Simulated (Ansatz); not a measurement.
# CaAlSiH under a change: pressure 5 GPa

Base system: CaAlSiH (space group P3m1, No. 156; a = 4.126 Å, c = 4.731 Å; a cell from a computed database, its experimental status unchecked).

It is then changed as follows: a hydrostatic pressure of 5 GPa.

Computed with DFT with r2SCAN, PAW potentials and a 500 eV plane-wave cutoff in Ansatz (a program for electronic structure), no spin-orbit coupling. Γ-centred 9×9×7 mesh, Fermi–Dirac width 0.05 eV.

The volume per atom shrinks by 1.42 Å³ (17.44 Å³ → 16.02 Å³) and the density rises by 0.20 g/cm³ to 2.49 g/cm³. The lattice parameter a decreases by 0.106 bohr (7.797 bohr → 7.691 bohr) and the c/a ratio decreases by 0.049 (1.147 → 1.098). The shortest interatomic distance falls by 0.0129 bohr to 3.262 bohr and the enthalpy H = E + PV relative to the base's energy is +0.52 eV/atom. The band gap decreases by 0.123 eV, from 0.64 eV to 0.51 eV and the gap character remains indirect, A → M. The smallest direct gap shrinks by 0.04 eV (1.45 eV → 1.41 eV) and the mean gap deformation potential ΔEg/Δln V amounts to +1.5 eV. The width of the top valence band grows by 0.36 eV, from 2.03 eV to 2.39 eV and the hole mass changes from 0.39 mₑ (at A) to 0.42 mₑ along k, 0.24 mₑ across (at A).

Final structure:

```xyz
4
Lattice="4.0700 0.0000 0.0000 -2.0350 3.5247 0.0000 0.0000 0.0000 4.4670" Properties=species:S:1:pos:R:3 pbc="T T T"
Ca     0.0000     0.0000     4.4932
Al     2.0350     1.1749     2.0637
Si     0.0000     2.3498     2.5161
H      2.0350     1.1749     0.3377
```

Load acts through the strain it causes; cell and atoms are relaxed under it. Masses are band curvatures over ±0.01 Å⁻¹ around the edge. Along k means along the line from Γ to the band edge. No phonon test of stability was made. No other phases were tried under pressure.
